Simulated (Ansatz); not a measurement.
Take PbSe in the rock salt structure (space group Fm-3m, No. 225; a = 6.1016 Å) as the base. Axes: x, y, z lie along the cube axes.

The values are results of Ansatz (a quantum-chemistry and plane-wave program), PBEsol, PAW, cutoff 420 eV, no spin-orbit coupling, not measurements.

Now apply this change: an isotropic linear strain of −0.50 %; the atoms relax in the strained cell.

**Question.** Predict the stress tensor and what it implies for the stiffness.

**Answer.** Stress of the strained cell less that of the base (GPa, compression positive):
```
   0.83    0.00    0.00
   0.00    0.83    0.00
   0.00    0.00    0.83
```

Then B = −ΔP/(ΔV/V₀) with ΔV/V₀ = -0.0149 gives secant stiffness values (nonlinear terms included at this strain): B ≈ 56 GPa.

Whether these cells are dynamically stable was not tested.
